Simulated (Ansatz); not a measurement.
# SrCl2: isotropic strain −0.50 %

Start from SrCl$_{2}$ in the fluorite structure (space group Fm-3m, No. 225; a = 6.908 Å).

Perturbation: every lattice vector is shortened by 0.50 %; the atoms relax in the strained cell.

Level of theory: PBEsol (Ansatz, an electronic-structure program, PAW, spin-orbit coupling left out). Γ-centred 8×8×8 mesh, Fermi–Dirac width 0.05 eV.

```json
[
 {"quantity": "volume per atom", "base": "27.47 Å³", "changed": "27.06 Å³", "shift": "-0.41 Å³"},
 {"quantity": "space group", "base": "Fm-3m (No. 225)", "changed": "Fm-3m (No. 225)", "shift": "–"},
 {"quantity": "shortest interatomic distance", "base": "299.1 pm", "changed": "297.6 pm", "shift": "-1.5 pm"},
 {"quantity": "energy relative to the base (free energy F)", "base": "0 meV/atom", "changed": "+0.8 meV/atom", "shift": "+0.8 meV/atom"},
 {"quantity": "pressure", "base": "0.0 kbar", "changed": "6.0 kbar", "shift": "+5.93 kbar"},
 {"quantity": "band gap", "base": "5.25 eV", "changed": "5.31 eV", "shift": "+0.06 eV"},
 {"quantity": "gap character", "base": "indirect, X → Γ", "changed": "indirect, X → Γ", "shift": "–"},
 {"quantity": "smallest direct gap", "base": "5.34 eV", "changed": "5.33 eV", "shift": "-0.01 eV"},
 {"quantity": "mean gap deformation potential ΔEg/Δln V", "base": "–", "changed": "-3.7 eV", "shift": "–"},
 {"quantity": "width of the top valence band", "base": "1.10 eV", "changed": "1.12 eV", "shift": "+0.02 eV"},
 {"quantity": "electron mass", "base": "0.37 mₑ (at Γ)", "changed": "0.38 mₑ (at Γ)", "shift": "–"}
]
```

Cost of the whole job for the changed cell (relaxation, final SCF and bands): very roughly 6 core-seconds.

Effective masses come from finite differences of ±0.01 Å⁻¹. Whether these cells are dynamically stable was not tested.
